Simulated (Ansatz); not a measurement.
Band structure of a (110) slab of Al3Sc (cut from a parent of space group no. 221; 12 atoms in the cell).

```xyz
12
Lattice="4.0049 0.0000 0.0000 0.0000 5.6638 0.0000 0.0000 0.0000 19.2479" Properties=species:S:1:pos:R:3 pbc="T T T"
Sc     0.0000     2.6071     7.4496
Sc     0.0000     5.4390    10.3487
Sc     0.0000     2.6071    13.2479
Al     2.0024     1.1912     6.0000
Al     2.0024     4.0231     6.0000
Al     0.0000     5.4390     7.4496
Al     2.0024     4.0231     8.8992
Al     2.0024     1.1912     8.8992
Al     0.0000     2.6071    10.3487
Al     2.0024     1.1912    11.7983
Al     2.0024     4.0231    11.7983
Al     0.0000     5.4390    13.2479
```

Method: PBEsol, PAW files made with PBE (plane waves; Ansatz, an electronic-structure program).

Settings: kpoints.mp_grid.grid = 7 5 1; hamiltonian.xc = pbesol; hamiltonian.pseudopotentials = {kind: paw} (the program's default PAW files); scf.occupations.method = cold; scf.occupations.width = 0.1 eV; kpoints.band_path.npoints = 16.

The starting cell has typed, rounded lattice constants, without a prior relaxation at this level. The slab is cut from that crystal, and its faces are unrelaxed. Its lattice was rescaled in the plane by a random factor within 2.5 % of one. The two faces of this cut differ, and no dipole correction was used.

Levels in eV from the Fermi level, bands 27 to 34:
```
point     27     28     29     30     31    32    33    34
-----  -----  -----  -----  -----  -----  ----  ----  ----
Γ      -0.65  -0.42  -0.02   0.15   0.26  0.67  0.78  1.15
X      -1.41  -1.40  -1.14  -0.63  -0.41  0.02  0.92  1.07
S      -1.40  -0.71  -0.36  -0.12   0.22  0.34  0.64  0.67
Y      -0.75  -0.47  -0.01   0.46   0.59  1.21  1.24  1.32
```

Bands cross the Fermi level along this path, so the cell is metallic at this level.

Keys are those of Ansatz 0.2.
